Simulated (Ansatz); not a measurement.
Base system: BaTiO₃ in the cubic perovskite structure (space group Pm-3m, No. 221; a = 3.9699 Å).

Calculations: PBEsol (Ansatz, a quantum-chemistry and plane-wave program, PAW, no spin-orbit coupling).

Strains are applied to the cell and any free atomic positions relax.

One change was made to it. Results:

The pressure goes up by 15.47 GPa to 15.46 GPa; the band gap rises by 0.12 eV, from 1.82 eV to 1.94 eV; the energy grows by 40 meV/atom; the gap character goes from indirect, R → Γ to direct at Γ; the width of the top valence band grows by 0.06 eV (0.98 eV → 1.04 eV).

Q: Name the change that was made.
A) isotropic strain −2.40 %
B) isotropic strain −1.20 %
C) isotropic strain −1.80 %
D) isotropic strain −3.00 %
E) isotropic strain −0.60 %

A: A, isotropic strain −2.40 %. For comparison, the energy relative to the base in the other runs: isotropic strain −1.20 % gives +9.4 meV/atom; isotropic strain −0.60 % gives +2.3 meV/atom; isotropic strain −3.00 % gives +63 meV/atom; isotropic strain −1.80 % gives +22 meV/atom.

No phonon test of stability was made. All final runs are without spin polarisation. Many cubic perovskites are stable only at high temperature; tilts and polar distortions were not tested. This is not the structure that BaTiO3 has at room temperature and ambient pressure.
